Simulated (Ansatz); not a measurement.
Input and output of a self-consistent single point for HfWC₂ (R-3m, 4 atoms in the cell) (Ansatz, an electronic-structure program).

Level of theory: LDA (PW92) with spin-orbit coupling, default PAW files made with PBE (plane waves; Ansatz).

```
HfWC2
1.0
    1.55934     0.90028     5.11872
   -1.55934     0.90028     5.11872
    0.00000    -1.80057     5.11872
Hf W C
1 1 2
Cartesian
  0.00000   0.00000   0.00000
  0.00000   0.00000   7.67807
  0.00000   0.00000   3.77377
  0.00000   0.00000  11.58237
```

Reference input (self-consistent single point, DFT, PBEsol, plane waves, default PAW files made with PBE): basis.ecutwfc = 420 eV; kpoints.mp_grid.grid = 16 16 16; hamiltonian.xc = pbesol; hamiltonian.pseudopotentials = {kind: paw} (the program's default PAW files); scf.occupations.method = cold; scf.occupations.width = 0.2 eV. This run's input differs from it in these lines:

Ansatz 0.2 input:
```diff
@@ -16,5 +16,8 @@
 hamiltonian:
-  xc: pbesol
+  xc: lda
   pseudopotentials:
     kind: paw
+magnetization:
+  noncollinear: true
+  spin_orbit: true
 scf:
```

The program printed (abridged):

```
SCF iter   1: F=—  HF=-26147.297260 eV  |F-HF|=—  |Δ(HF+E_count)|=         —  Δρ=2.01e-1  dr2=5.84e1  dr2_m=0.00e0 (ungated)  ethr=3.10e-3  |M|=0.00e0 ∫|m|=0.00e0 μB  |m|>n=0.0e0 m-floor=0.0e0 τ_xc=0.0e0  β_m=0.30  ⟨swp⟩=5.1  Hψ=57124  notcnv=0
all-band conjugate gradients solve this SCF's bands
preconditioner: auto → Kerker (q_TF=auto, 2.778 Å⁻¹)
spin=Noncollinear: Kerker preconditioning applied to the charge; magnetization (m_x, m_y, m_z) channels mix plain (no charge-response kernel on spin).
   [... lines left out ...]
SCF iter  10: F=—  HF=-26136.228538 eV  |F-HF|=—  |Δ(HF+E_count)|=   8.58e-7  S|Δr|=    0.00e0  Δρ=2.20e-5  dr2=1.92e-7  dr2_m=0.00e0 (ungated)  ethr=7.31e-9  |M|=0.00e0 ∫|m|=0.00e0 μB  |m|>n=0.0e0 m-floor=0.0e0 τ_xc=0.0e0  β_m=0.99  ⟨swp⟩=2.0  [...]
SCF iter  11: F=-26136.228538 eV  HF=-26136.228538 eV  |F-HF|=4.28e-9  |Δ(HF+E_count)|=   5.60e-8  S|Δr|=    0.00e0  Δρ=3.65e-6  dr2=5.96e-9  dr2_m=0.00e0 (ungated)  ethr=2.08e-10  |M|=0.00e0 ∫|m|=0.00e0 μB  |m|>n=0.0e0 m-floor=0.0e0 τ_xc=0.0e0  [...]
SCF 1 converged in 11 iterations: F = -26136.228538 eV  dr2 = 5.96e-9
Stability not checked (fill_not_monotonic)
Magnetization: |M| = 0.0000 μB,  M = (+0.0000, +0.0000, +0.0000) μB
Absolute magnetization: 0.0000 μB (∫|m|)
  site 0: m = (+0.0000, +0.0000, +0.0000) μB, |m| = 0.0000 μB  (R = 0.93 Å)
  site 1: m = (+0.0000, +0.0000, +0.0000) μB, |m| = 0.0000 μB  (R = 0.90 Å)
  site 2: m = (+0.0000, +0.0000, +0.0000) μB, |m| = 0.0000 μB  (R = 0.90 Å)
  site 3: m = (+0.0000, +0.0000, +0.0000) μB, |m| = 0.0000 μB  (R = 0.90 Å)
Free energy (F): -26136.228538 eV
Internal energy: -26136.227397 eV  (E = F + TS)
   [... lines left out ...]
Fermi energy:    22.506481 eV
   [... lines left out ...]
  atom   4  C      0.00000000    -0.00000000    -0.02496392
--- Stress (GPa, compression-positive) ---
        2.464933       0.000000      -0.000000
        0.000000       2.464933      -0.000000
       -0.000000      -0.000000       1.925210
  P = ⅓ Tr σ = 2.2850 GPa (22.850 kbar)
  The stress holds the Pulay correction. Without it, at fixed plane waves, as pw.x and ABINIT print it: P = 1.8982 GPa
```

The run converged in 11 iterations. Against the reference run the pressure goes from 9.02 to 2.29 GPa and the largest force hardly changes (0.022 to 0.025 eV/Å).

The starting cell comes from a database of computed structures (which also holds hypothetical and non-ambient phases and stackings), without a prior relaxation at this level. Its lattice was rescaled by a random factor within 2.5 % of one. Ansatz's pressure includes its estimate of the finite-basis (Pulay) stress.

Cost on one core of a shared machine: roughly 4 min.
